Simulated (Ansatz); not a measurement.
**What isotropic strain −3.00 % does to Al**

Consider Al in the fcc (Cu type) structure (space group Fm-3m, No. 225; a = 3.9839 Å; relaxed with 0.1 eV smearing).

Modification: every lattice vector is shortened by 3.00 %; the atoms relax in the strained cell.

Method: plane-wave PAW DFT at the LDA level (Ansatz, an electronic-structure program, 420 eV), no spin-orbit coupling. Γ-centred 28×28×28 mesh, Fermi–Dirac width 0.1 eV.

| quantity | base | changed | shift |
|---|---|---|---|
| volume per atom | 15.81 Å³ | 14.43 Å³ | -1.38 Å³ |
| space group | Fm-3m (No. 225) | Fm-3m (No. 225) | – |
| shortest interatomic distance | 2.817 Å | 2.733 Å | -0.0845 Å |
| energy relative to the base (free energy F) | 0 meV/atom | +37 meV/atom | +37 meV/atom |
| pressure | 0.0 GPa | 9.4 GPa | +9.4 GPa |
| band gap | zero | zero | – |

Final structure:

```yaml
crystal:
  lattice:
    - [0.00000, 1.93218, 1.93218]
    - [1.93218, 0.00000, 1.93218]
    - [1.93218, 1.93218, 0.00000]
  atoms:
    - { symbol: Al, position: [0.00000, 0.00000, 0.00000] }
```

No phonon test of stability was made.
